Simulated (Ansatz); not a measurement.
Worked example: self-consistent single point of BaLi₂Mg₂Si₂ (R3m, 7 atoms in the cell) in Ansatz (a program for electronic structure).

Method of the run: LDA (PW92), default PAW files made with PBE (plane waves; Ansatz).

The change in words: lattice scaled by 0.98; basis.ecutrho_ratio: default → 6. Reference geometry:
```
BaLi2(MgSi)2
1.0
    2.28348     1.31837     8.69511
   -2.28348     1.31837     8.69511
    0.00000    -2.63673     8.69511
Ba Li Mg Si
1 2 2 2
Cartesian
  0.00000   0.00000   0.05001
  0.00000   0.00000  14.88019
  0.00000   0.00000  11.20513
  0.00000   0.00000  22.54624
  0.00000   0.00000   3.53907
  0.00000   0.00000  19.76998
  0.00000   0.00000   6.31533
```

Reference input (self-consistent single point, DFT, LDA (PW92), plane waves, default PAW files made with PBE): basis.ecutwfc = 420 eV; kpoints.mp_grid.grid = 5 5 5; hamiltonian.xc = lda; hamiltonian.pseudopotentials = {kind: paw} (the program's default PAW files); scf.occupations.method = fermi_dirac; scf.occupations.width = 0.1 eV. This run's input differs from it in these lines:

Ansatz 0.2 input:
```diff
@@ -3,5 +3,5 @@
   lattice:
-    - [2.283479, 1.318367, 8.695106]
-    - [-2.283479, 1.318367, 8.695106]
-    - [0.000000, -2.636734, 8.695106]
+    - [2.237809, 1.292000, 8.521204]
+    - [-2.237809, 1.292000, 8.521204]
+    - [0.000000, -2.583999, 8.521204]
   atoms:
@@ -16,2 +16,3 @@
   ecutwfc: 420.0 eV
+  ecutrho_ratio: 6
 kpoints:
```

Log, with long lists cut:

```
SCF iter   1: F=—  HF=-11205.837915 eV  |F-HF|=—  |Δ(HF+E_count)|=         —  Δρ=5.46e-3  dr2=3.18e-2  ethr=1.77e-3  ⟨swp⟩=8.5  Hψ=2917  notcnv=0
all-band conjugate gradients solve this SCF's bands
preconditioner: auto → Kerker (q_TF=auto, 2.229 Å⁻¹)
SCF iter   2: F=—  HF=-11205.820694 eV  |F-HF|=—  |Δ(HF+E_count)|=   1.72e-2  Δρ=2.83e-3  dr2=1.61e-2  ethr=7.23e-5  ⟨swp⟩=2.0  Hψ=945  notcnv=0
   [... lines left out ...]
SCF iter   5: F=—  HF=-11205.815803 eV  |F-HF|=—  |Δ(HF+E_count)|=   1.34e-5  Δρ=4.80e-5  dr2=1.24e-5  ethr=3.48e-7  ⟨swp⟩=2.1  Hψ=815  notcnv=0
SCF iter   6: F=—  HF=-11205.815848 eV  |F-HF|=—  |Δ(HF+E_count)|=   4.45e-5  Δρ=1.38e-5  dr2=1.95e-6  ethr=2.81e-8  ⟨swp⟩=1.8  Hψ=717  notcnv=0
SCF iter   7: F=—  HF=-11205.815848 eV  |F-HF|=—  |Δ(HF+E_count)|=   2.18e-7  Δρ=4.78e-6  dr2=2.14e-7  ethr=4.43e-9  ⟨swp⟩=1.8  Hψ=578  notcnv=0
SCF iter   8: F=-11205.815848 eV  HF=-11205.815848 eV  |F-HF|=1.10e-8  |Δ(HF+E_count)|=   3.18e-8  Δρ=1.01e-6  dr2=1.31e-8  ethr=2.27e-10  ⟨swp⟩=6.2  Hψ=2397  notcnv=0
SCF 1 converged in 8 iterations: F = -11205.815848 eV  dr2 = 1.31e-8
Free energy (F): -11205.815848 eV
Internal energy: -11205.770941 eV  (E = F + TS)
E sigma→0 (E₀):  -11205.793394 eV
Entropy (-TS):   -0.044907 eV (-6.415 meV/atom)
Fermi energy:    6.237426 eV
--- Forces (eV/Å), atoms counted from 1 ---
  atom   1  Ba     0.00000000    -0.00000000    -0.23588134
  atom   2  Li     0.00000000     0.00000000     0.01904721
  atom   3  Li     0.00000000     0.00000000     0.04987698
  atom   4  Mg     0.00000000     0.00000000     0.08667866
  atom   5  Mg     0.00000000     0.00000000     0.06950796
  atom   6  Si     0.00000000    -0.00000000    -0.12493717
  atom   7  Si     0.00000000     0.00000000     0.13569898
--- Stress (GPa, compression-positive) ---
       -0.071650       0.000000       0.000000
        0.000000      -0.071650       0.000000
        0.000000       0.000000       0.642266
  P = ⅓ Tr σ = 0.1663 GPa (1.663 kbar)
  The stress holds the Pulay correction. Without it, at fixed plane waves, as pw.x and ABINIT print it: P = 0.1531 GPa
```

The run converged in 8 iterations. Against the reference run the free energy goes down by 9.5 meV/atom, the pressure goes from -2.35 to 0.17 GPa and the largest force goes from 0.197 to 0.236 eV/Å.

The starting cell comes from a database of computed structures (which also holds hypothetical and non-ambient phases and stackings), without a prior relaxation at this level. Its lattice was rescaled by up to half a per cent. One atom was moved a little off its site on purpose. For this run, on top of that: lattice scaled by 0.98. Ansatz's pressure includes its estimate of the finite-basis (Pulay) stress.
